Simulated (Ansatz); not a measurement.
The reference is ZnSe in the zinc blende structure (space group F-43m, No. 216; a = 5.6655 Å).

Method: DFT with r2SCAN, PAW potentials and a 500 eV plane-wave cutoff in Ansatz (a quantum-chemistry and plane-wave program), scalar-relativistic without spin-orbit coupling.

One change was made to it. Results:

```tsv
quantity	base	after
electron mass	0.12 mₑ (at Γ)	0.13 mₑ (at Γ)
lattice parameter a	566.5 pm	564.6 pm
band gap	1.87 eV	1.91 eV
width of the top valence band	2.71 eV	2.76 eV
```

Q: Which of these changes matches the shifts?
A. pressure 7.5 GPa
B. pressure 3 GPa
C. pressure 0.7 GPa
D. pressure −1 GPa

A: C, pressure 0.7 GPa. For comparison, the band gap in the other runs: pressure 3 GPa gives 2.05 eV; pressure 7.5 GPa gives 2.28 eV; pressure −1 GPa gives 1.80 eV.

Load acts through the strain it causes; cell and atoms are relaxed under it. Effective masses come from finite differences of ±0.01 Å⁻¹. Whether these cells are dynamically stable was not tested. Tetrahedral semiconductors of this kind turn to denser phases somewhere between about 1 and 50 GPa; those were not computed, so compressed cells here can lie past the real transition.
